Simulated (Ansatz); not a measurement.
AlN under load (space group P6_3mc), PBE with spin-orbit coupling, rigid bands in Ansatz (a program for electronic structure). Condition of this run: hydrostatic pressure of -13.5 GPa (compression positive) (the target of the relaxation). Band gap 3.53 eV, N_c = 3.71e18 cm⁻³ and N_v = 6.28e19 cm⁻³ at 300 K, conductivity masses along x (a = (3.19, 0.00, 0.00) Å; b = (-1.60, 2.76, 0.00) Å; c = (0.00, 0.00, 5.13) Å) of 0.282 mₑ (electrons) and 3.70 mₑ (holes). Take k_BT = 0.02585 eV.

What thermal injection velocity √(2k_BT/πm) limits a ballistic channel along the direction named?

1.01e7 cm/s for electrons and 2.80e6 cm/s for holes, a ratio of √(m_h/m_e) = 3.62, for dilute carriers.

Find the intrinsic carrier density and the intrinsic Fermi level.

n_i = √(N_c N_v) exp(−E_g/2k_BT) = 1.53e19 × exp(−68.27) = 3.4e-11 cm⁻³. The level lies (k_BT/2) ln(N_v/N_c) = 37 meV from mid-gap (positive towards the conduction band). Each 0.1 eV added to the gap lowers n_i by a factor of 6.9.

A film of it is 3 nm thick, with its normal along the direction named. Estimate the confinement energies in an infinite well.

ħ²π²/(2m t²) = 0.376 eV·nm²/(m/mₑ × t²) gives 148 meV for electrons and 11.3 meV for holes, so the gap would widen to about 3.69 eV. Finite barriers and nonparabolic bands lower this, and with several valleys or bands the heaviest mass along the normal sets the lowest level, not this average.

Rigid bands with the computed gap; masses take one relaxation time for all states. Geometry: cell and atoms relaxed with PBEsol.
